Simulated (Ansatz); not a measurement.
The starting structures come from a database of crystals and need not be the phases stable at ambient conditions.

 Where the default PAW files enter, the runs use the earlier of Ansatz's two default sets.

Tunnelling through a barrier is set by its complex band structure: the current falls as exp(−2κd) with the smallest κ.

Data:

```yaml
crystal:
  lattice:
    - [5.19132, 0.00000, 0.00000]
    - [2.59566, 4.49582, 0.00000]
    - [2.59566, 1.49860, 11.46633]
  atoms:
    - { symbol: Ba, position: [0.49990, 0.49990, 0.50030] }
    - { symbol: Ba, position: [0.99990, 0.99990, 0.00030] }
    - { symbol: Hf, position: [0.25094, 0.25094, 0.24719] }
    - { symbol: Hf, position: [0.75094, 0.75094, 0.74719] }
    - { symbol: B, position: [0.38307, 0.38307, 0.85079] }
    - { symbol: B, position: [0.88307, 0.88307, 0.35079] }
    - { symbol: B, position: [0.11961, 0.11961, 0.64118] }
    - { symbol: B, position: [0.61961, 0.61961, 0.14118] }
    - { symbol: O, position: [0.08360, 0.46917, 0.85322] }
    - { symbol: O, position: [0.46917, 0.59401, 0.85322] }
    - { symbol: O, position: [0.59401, 0.08360, 0.85322] }
    - { symbol: O, position: [0.09401, 0.96917, 0.35322] }
    - { symbol: O, position: [0.58360, 0.09401, 0.35322] }
    - { symbol: O, position: [0.96917, 0.58360, 0.35322] }
    - { symbol: O, position: [0.92116, 0.42221, 0.63803] }
    - { symbol: O, position: [0.42221, 0.01860, 0.63803] }
    - { symbol: O, position: [0.01860, 0.92116, 0.63803] }
    - { symbol: O, position: [0.51860, 0.92221, 0.13803] }
    - { symbol: O, position: [0.42116, 0.51860, 0.13803] }
    - { symbol: O, position: [0.92221, 0.42116, 0.13803] }
```

Space group of this cell: R3c. The cell is taken as given; by PBEsol its mean pressure is -3.5 GPa.

Transport runs along the normal of the first two printed cell vectors, the (001) plane of the conventional cell.

The gap is the functional's own, uncorrected, and κ follows it; spin-orbit coupling is left out. Mid-gap values are interpolated between the computed energies.

Problem. State the band gap and the smallest decay constant κ at mid-gap according to PBEsol run with Ansatz (a quantum-chemistry and plane-wave program).

Solution. Gap 4.64 eV on a 8×8×8 mesh; κ = 0.446 1/Å, at the zone centre.
